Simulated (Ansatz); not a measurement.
**A constructed model of the (0001) surface of hcp Zr, a layer of Y in place of the second plane (bottom of the slab: a bare face, its two planes held)**

Computed with PBE (plane waves to 420 eV, PAW; Ansatz, a quantum-chemistry and plane-wave program).

Slab: 6 atoms, 13.1 Å thick at the start; k 13x13x1, smearing 0.1 eV, dipole-corrected; 2 atoms held, the rest relaxed; held to the start's symmetry, so lower structures may exist; no spin, no spin-orbit, no U. It is one candidate, not shown to be the stable structure of the face.

work function of the top face: 4.20 eV
energy released by relaxation: 0.062 eV
cost: around 100 core-seconds (rough)
